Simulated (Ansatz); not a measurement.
LaN (P4/nmm, No. 129, 4 atoms in the cell; start mp-1018049; a measured phase of this formula has another space group) was calculated with HSE06 in Ansatz (PAW).

Settings: plane-wave cutoff 460 eV, 6×6×8 k mesh (along the axes of the cell as run), Fermi–Dirac smearing 0.01 eV, scalar-relativistic PAW data made under PBE.

Cell (relaxed with PBEsol):

```cif
data_La2N2
_chemical_formula_sum 'La2 N2'
_space_group_name_H-M_alt 'P4/nmm :1'
_space_group_IT_number 129
_space_group_name_Hall 'P 4ab 2ab -1ab'
_cell_length_a 4.38966
_cell_length_b 4.38966
_cell_length_c 3.61243
_cell_angle_alpha 90.000
_cell_angle_beta 90.000
_cell_angle_gamma 90.000
loop_
_space_group_symop_operation_xyz
  'x, y, z'
  '-y+1/2, x+1/2, z'
  '-x, -y, z'
  'y+1/2, -x+1/2, z'
  'x+1/2, -y+1/2, -z'
  '-y, -x, -z'
  '-x+1/2, y+1/2, -z'
  'y, x, -z'
  '-x+1/2, -y+1/2, -z'
  'y, -x, -z'
  'x+1/2, y+1/2, -z'
  '-y, x, -z'
  '-x, y, z'
  'y+1/2, x+1/2, z'
  'x, -y, z'
  '-y+1/2, -x+1/2, z'
loop_
_atom_site_label
_atom_site_type_symbol
_atom_site_symmetry_multiplicity
_atom_site_Wyckoff_symbol
_atom_site_fract_x
_atom_site_fract_y
_atom_site_fract_z
_atom_site_occupancy
La1 La 2 c 0.50000 0.00000 0.27757 1
N1 N 2 a 0.00000 0.00000 0.00000 1
```

Q: Predict the band gap and smallest direct gap on the k points sampled.

A: 
- band gap = 2.16 eV
- smallest direct gap on the k points sampled = 2.48 eV

Note: cell and atoms aren't relaxed at this level (largest force component 0.07 eV/Å, pressure 2.7 GPa).

Spin–orbit coupling is not included.

Static lattice: no zero-point or thermal effects.

Computing time: roughly 6 core-minutes.

A start named mp-… is a Materials Project structure, which need not be a measured phase.

Ansatz is a first-principles code.
